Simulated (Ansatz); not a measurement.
Partial pair distribution functions of a relaxed model of amorphous Ni$_{24}$Si$_{24}$, broadened by 0.06 Å; density 5.76 g/cm³. Method: PBE, scalar-relativistic without spin-orbit coupling (plane waves to 420 eV, PAW; Ansatz, a quantum-chemistry and plane-wave program).

The cell was made by melting and quenching with the CHGNet potential and then relaxed with DFT. The hot cell started wider than the set density and was brought back towards it in steps. It is the lowest in DFT energy of 2 quenches. It is a model cell: composition and starting density were chosen by hand, and all elements were melted together. No dispersion term was used. Its density started from a set value of 5.61 and ended at 5.76 g/cm³. The quench (nominally 200 K/ps over its main leg) was far faster than any real one, so the model tends to hold more defects than a real film. Values belong to this one cell and scatter from quench to quench. The volume was free in the relaxation, at fixed shape. Stress components on the final sampling reach 1.7 GPa. On a 2×2×2 Γ-centred mesh force components of up to 0.23 eV/Å stay, since the relaxation ran on one k-point at (1/4, 1/4, 1/4).

```
r (Å)  g Ni-Si  g Ni-Ni  g Si-Si
-----  -------  -------  -------
2.00      0.00     0.00     0.00
2.10      0.16     0.00     0.00
2.20      2.43     0.00     0.00
2.30      6.98     0.05     0.04
2.40      5.67     0.79     0.59
2.50      2.27     2.81     2.34
2.60      1.35     4.21     1.92
2.70      0.72     2.43     1.56
2.80      0.22     1.14     1.62
2.90      0.09     0.70     1.33
3.00      0.23     0.64     0.98
3.10      0.33     0.51     0.76
3.20      0.36     0.46     0.75
3.30      0.32     0.20     0.75
3.40      0.23     0.25     1.21
3.50      0.42     0.44     1.12
3.60      0.49     0.67     1.43
3.70      0.71     0.92     1.16
3.80      0.97     0.98     1.15
3.90      1.05     1.13     1.22
4.00      1.41     1.26     1.01
4.10      1.76     1.44     0.91
4.20      1.21     1.54     0.95
```

Within 2.86 Å each Ni has 5.67 Si neighbours on average.
